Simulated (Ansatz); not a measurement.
The parent structure is NbAs (space group I4_1md, No. 109; a = 3.4581 Å, c = 11.7643 Å).

Level of theory: DFT with r2SCAN, PAW potentials and a 500 eV plane-wave cutoff in Ansatz (a quantum-chemistry and plane-wave program), scalar-relativistic without spin-orbit coupling.

One change was made to it. Results:

```tsv
quantity	base	after
c/a ratio	3.402	3.385
lattice parameter a	345.8 pm	343.2 pm
```

Which change produced these results?
A) pressure 0.3 GPa
B) pressure 0.7 GPa
C) pressure 1.5 GPa
D) pressure 5 GPa

D, pressure 5 GPa. For comparison, the lattice parameter a in the other runs: pressure 0.3 GPa gives 345.6 pm; pressure 1.5 GPa gives 345.0 pm; pressure 0.7 GPa gives 345.4 pm.

Load acts through the strain it causes; cell and atoms are relaxed under it. Stability against distortions was not tested. No other phases were tried under pressure. The final runs are not spin-polarised.
